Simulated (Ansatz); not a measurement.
The parent structure is NiO in the rock salt structure (space group Fm-3m, No. 225; a = 4.189 Å; ferromagnetic). Axes: x, y, z lie along the cube axes.

Computed with Kohn–Sham DFT with the r2SCAN functional, run in Ansatz (an electronic-structure program) with PAW and 500 eV plane waves, no SOC.

Strains are applied to the cell and any free atomic positions relax; under biaxial strain the out-of-plane vector relaxes too.

One change was made to it. Results:

The band gap falls by 0.347 eV (0.82 eV → 0.48 eV); the energy grows by 28 meV/atom.

**Question.** What was done to the base?
(A) biaxial strain −3.58 %, plane normal [110], relaxed out of plane
(B) biaxial strain −1.60 %, plane normal [001], relaxed out of plane
(C) isotropic strain −3.22 %

**Answer.** A, biaxial strain −3.58 %, plane normal [110], relaxed out of plane. For comparison, the energy relative to the base in the other runs: biaxial strain −1.60 %, plane normal [001], relaxed out of plane gives +6.7 meV/atom; isotropic strain −3.22 % gives +64 meV/atom.

Stability against distortions was not tested. No Hubbard U is applied and the magnetic state is the run's own (NiO ferromagnetic); small cells can't hold the antiferromagnetic order that many such compounds have, so gaps and moments can be off. A gap here joins edges of opposite spin (a spin-flip gap). In its common phase, real NiO is an antiferromagnetic insulator at low temperature.
